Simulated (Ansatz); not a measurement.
An Ansatz (a program for electronic structure) input (Ansatz, r2SCAN, PAW, cutoff 500 eV, no spin-orbit coupling):

Ansatz 0.2 input:
```yaml
crystal:
  lattice:
    - [-2.4078211941, 2.4078211941, 2.4078211941]
    - [2.4078211941, -2.4078211941, 2.4078211941]
    - [2.4078211941, 2.4078211941, -2.4078211941]
  atoms:
    - { symbol: Sr, position: [0, 0, 0] }
basis: { ecutwfc: 500, ecutrho_ratio: 4, xc_grid: 4, fft_grid_basis: typed }
kpoints: { mp_grid: { grid: [14, 14, 14] } }
hamiltonian:
  xc: r2scan
  dispersion: none
  pseudopotentials: { kind: paw }
scf: { occupations: { method: fermi_dirac, width: 0.05 }, convergence: { dr2_threshold: 0.0000000001 } }
output: { forces: true, stress: true }
checkpoint: { write: state.ck, write_every: 1000 }
```

Task: Which symmetry and how many k-points will the program report, and about how many plane waves at Γ?

Result: Space group Im-3m (ITA 229) with 48 operations, k-points 104 of 2744, and 1433 plane waves at Γ.

Whether these cells are dynamically stable was not tested. The cell was made from Na by this change: Na → Sr; the result is a model cell. This is not the structure that Sr has at room temperature and ambient pressure.
